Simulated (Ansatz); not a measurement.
The reference is C in the diamond structure (space group Fd-3m, No. 227; a = 3.5603 Å). Axes: x, y, z lie along the cube axes.

Method: plane-wave PAW DFT at the r2SCAN level (Ansatz, a first-principles code, 500 eV), spin-orbit coupling left out, earlier PAW set.

Strains are applied to the cell and any free atomic positions relax; under biaxial strain the out-of-plane vector relaxes too.

One change was made to it. Results:

```json
[
 {"quantity": "pressure (mean of the normal stresses, compression positive)", "base": "0.0 kbar", "after": "23.4 kbar"},
 {"quantity": "valence-band top at Γ (three highest levels, from the VBM)", "base": "0.00, 0.00, 0.00 eV", "after": "0.00, -0.14, -0.19 eV"},
 {"quantity": "energy relative to the base (free energy F)", "base": "0 meV/atom", "after": "+48 meV/atom"}
]
```

**Question.** Which change produced these results?
A) uniaxial strain ε_zz = −4.26 %
B) uniaxial strain ε_xx = +0.79 %
C) strain tensor (xx, yy, zz, yz, xz, xy) = (+0.66, −1.38, −0.33, −0.84, +0.12, −0.25) %
D) tensor shear ε_yz = +3.39 %
E) biaxial strain −3.51 %, plane normal [001], relaxed out of plane

**Answer.** D, tensor shear ε_yz = +3.39 %. For comparison, the valence-band top at Γ in the other runs: biaxial strain −3.51 %, plane normal [001], relaxed out of plane gives 0.00, 0.00, -0.76 eV; strain tensor (xx, yy, zz, yz, xz, xy) = (+0.66, −1.38, −0.33, −0.84, +0.12, −0.25) % gives 0.00, -0.17, -0.34 eV; uniaxial strain ε_zz = −4.26 % gives 0.00, -0.68, -0.68 eV; uniaxial strain ε_xx = +0.79 % gives 0.00, 0.00, -0.13 eV.

The levels and masses belong to the bands next to the band gap. No phonon test of stability was made.
